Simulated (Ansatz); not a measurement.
Structures of equal composition on the (110) surface of bcc W: a layer of Al in place of the second plane; a layer of Al in place of the third plane. The slabs share one bottom face, and each structure is named by its start. These are constructed structures in small cells; real faces may alloy, dewet or reconstruct in larger ones, and not all known structures of the face are among them. Slabs of about 11 Å, Fermi-Dirac smearing of 0.1 eV. Bottom of the slabs: a bare face, its two planes held. Relaxed from the named starts with such symmetry as they have, on meshes of like density; energies extrapolated to zero smearing; spin only where a row says so; no spin-orbit coupling, no U. Brackets mark spin-polarised runs, whose order is one that fits the cell.

These are PBE (plane waves to 420 eV, PAW; Ansatz, a program for electronic structure) values and carry that method's errors.

Rank these by energy per 1x1 cell (lowest first), as PBE gives it.

a layer of Al in place of the third plane (0.000 eV), a layer of Al in place of the second plane (0.139 eV)
